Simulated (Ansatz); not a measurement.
Start from ZnSe in the zinc blende structure (space group F-43m, No. 216).

ZnSe has the cubic space group F-43m (No. 216), the zinc blende structure, Pearson symbol cF8. Lattice parameters: a = 5.6655 Å, b = 5.6655 Å, c = 5.6655 Å, α = 90.00°, β = 90.00°, γ = 90.00°. Se on 4c is coordinated by 4 Zn at 2.453 Å (tetrahedral). Zn on 4a has 4 Se at 2.453 Å (tetrahedral). (Neighbours: up to the widest gap in distance over summed covalent radii, below 1.35, at either atom; cation-cation and far metal-metal contacts left out.)
(The calculation used a cell of 2 atoms; values per cell refer to that cell.)

All numbers come from Kohn–Sham DFT with the r2SCAN functional, run in Ansatz (a quantum-chemistry and plane-wave program) with PAW and 500 eV plane waves, scalar-relativistic without spin-orbit coupling.

One change was made to it. Results:

| quantity | base | after |
|---|---|---|
| gap character | direct at Γ | direct at Γ |
| volume per atom | 22.73 Å³ | 21.27 Å³ |
| band gap | 1.87 eV | 2.16 eV |
| electron mass | 0.12 mₑ (at Γ) | 0.13 mₑ (at Γ) |

Which of these changes matches the shifts?
A) pressure 0.3 GPa
B) pressure 5 GPa
C) pressure −1 GPa
D) pressure 0.7 GPa

B, pressure 5 GPa. For comparison, the band gap in the other runs: pressure 0.3 GPa gives 1.89 eV; pressure 0.7 GPa gives 1.91 eV; pressure −1 GPa gives 1.80 eV.

Load acts through the strain it causes; cell and atoms are relaxed under it. Effective masses come from finite differences of ±0.01 Å⁻¹. Whether these cells are dynamically stable was not tested. Tetrahedral semiconductors of this kind turn to denser phases somewhere between about 1 and 50 GPa; those were not computed, so compressed cells here can lie past the real transition.
